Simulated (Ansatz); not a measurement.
The reference is TiSi$_{2}$ (space group Fddd, No. 70; a = 4.779 Å, b = 8.230 Å, c = 8.521 Å). Axes: x, y, z lie along a, b, c of the conventional cell.

Structures relaxed with r2SCAN/PAW in Ansatz (a quantum-chemistry and plane-wave program), no SOC.

Base:

Simulated powder pattern, Cu Kα, λ = 1.54184 Å (kinematic, ideal powder, no thermal factors, no anomalous dispersion; the 14 strongest lines at most, above 2 %, up to 2θ = 90°):

```tsv
2θ (°)	I/Imax (%)	hkl
23.93	11	(111)
30.20	8.9	(022)
38.46	3.0	(113)
39.32	100	(131)
42.43	40	(004)
43.42	74	(202)
50.01	48	(133)
67.62	18	(135)
69.07	17	(331)
72.38	15	(062)
76.92	12	(333)
78.32	12	(206)
80.37	5.6	(400)
80.79	11	(260)
```

Modification: biaxial strain −0.48 %, plane normal [001], relaxed out of plane (Cartesian); in-plane vectors clamped, the third vector and the atoms free.

### Question
Predict the new powder pattern.

### Answer

Simulated powder pattern, Cu Kα, λ = 1.54184 Å (kinematic, ideal powder, no thermal factors, no anomalous dispersion; the 14 strongest lines at most, above 2 %, up to 2θ = 90°):

| 2θ (°) | d (Å) | I/Imax (%) | hkl |
|---|---|---|---|
| 24.02 | 3.705 | 11 | (111) |
| 30.25 | 2.954 | 9.0 | (022) |
| 38.48 | 2.339 | 3.0 | (113) |
| 39.50 | 2.281 | 100 | (131) |
| 42.38 | 2.133 | 41 | (004) |
| 43.57 | 2.077 | 75 | (202) |
| 50.13 | 1.820 | 48 | (133) |
| 67.68 | 1.384 | 19 | (135) |
| 69.43 | 1.354 | 17 | (331) |
| 72.74 | 1.300 | 15 | (062) |
| 77.25 | 1.235 | 13 | (333) |
| 78.35 | 1.220 | 12 | (206) |
| 80.83 | 1.189 | 5.6 | (400) |
| 81.26 | 1.184 | 11 | (260) |

The indices refer to the base's conventional cell; one index is shown for lines that coincide.

No phonon test of stability was made. All final runs are without spin polarisation.
